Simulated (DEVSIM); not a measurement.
## illuminated Si p-on-n cell, one wavelength

Structure: illuminated Si p-on-n cell, one wavelength, at 300 K.

```csv
layer (left to right),material,thickness (μm),Nd (cm⁻³),Na (cm⁻³),τn (s),τp (s),absorption coefficient (cm⁻¹)
1,Si,0.310,-,1.1e18,2.2e-5,0.00015,300
2,Si,210,1.9e17,-,0.00027,0.00027,300
```

Left contact: ohmic, minority electron recombination velocity 500 cm/s. Right contact: ohmic, minority hole recombination velocity 1000 cm/s. Voltage is applied to the left contact. Recombination: SRH at mid-gap, radiative, Auger. Light enters at the left, 1.1e17 photons cm⁻² s⁻¹, one pass, no reflection. Mobility is constant in doping.

Constants are typed, rounded textbook-type inputs, not results; the design itself was drawn at random and stands for no fabricated device. Values at 300 K.

```
parameter           Si
-------------  -------
gap (eV)         1.124
affinity (eV)     4.05
permittivity      11.7
Nc (cm⁻³)      2.86e19
Nv (cm⁻³)       3.1e19
μn (cm²/Vs)       1417
μp (cm²/Vs)        470
B (cm³/s)      4.7e-15
Cn (cm⁶/s)     2.8e-31
Cp (cm⁶/s)     9.9e-32
```

DEVSIM, 1D drift-diffusion, Boltzmann statistics, complete ionisation; no tunnelling, impact ionisation, image-force lowering or self-heating.

```json
{
 "potential_step_across_the_device_at_zero_bias": "0.908 V",
 "largest_field_in_the_device_at_zero_bias": "210000 V/cm",
 "Dark forward voltage at 1 A/cm²": "0.788 V",
 "Dark forward voltage at 100 A/cm²": "0.924 V",
 "short_circuit_current": "15.4 mA/cm²",
 "open_circuit_voltage": "0.680 V",
 "fill_factor": "0.84",
 "largest_power": "8.81 mW/cm²",
 "share_of_generated_pairs_collected_at_short_circuit": "0.874"
}
```

Current under light (generator sign):

```json
[
 {"V (V)": "0.00", "J (mA/cm²)": "15.4"},
 {"V (V)": "0.10", "J (mA/cm²)": "15.4"},
 {"V (V)": "0.20", "J (mA/cm²)": "15.4"},
 {"V (V)": "0.30", "J (mA/cm²)": "15.4"},
 {"V (V)": "0.40", "J (mA/cm²)": "15.4"},
 {"V (V)": "0.52", "J (mA/cm²)": "15.3"},
 {"V (V)": "0.54", "J (mA/cm²)": "15.3"},
 {"V (V)": "0.56", "J (mA/cm²)": "15.2"},
 {"V (V)": "0.58", "J (mA/cm²)": "15.1"},
 {"V (V)": "0.60", "J (mA/cm²)": "14.7"},
 {"V (V)": "0.62", "J (mA/cm²)": "13.9"},
 {"V (V)": "0.64", "J (mA/cm²)": "12.1"},
 {"V (V)": "0.66", "J (mA/cm²)": "8.21"},
 {"V (V)": "0.68", "J (mA/cm²)": "-0.158"}
]
```

Small-signal capacitance in reverse bias (quasi-static):

```
V (V)  C (nF/cm²)
-----  ----------
-0.04         122
-0.1          119
-0.2          113
-0.3          108
-0.4          103
```
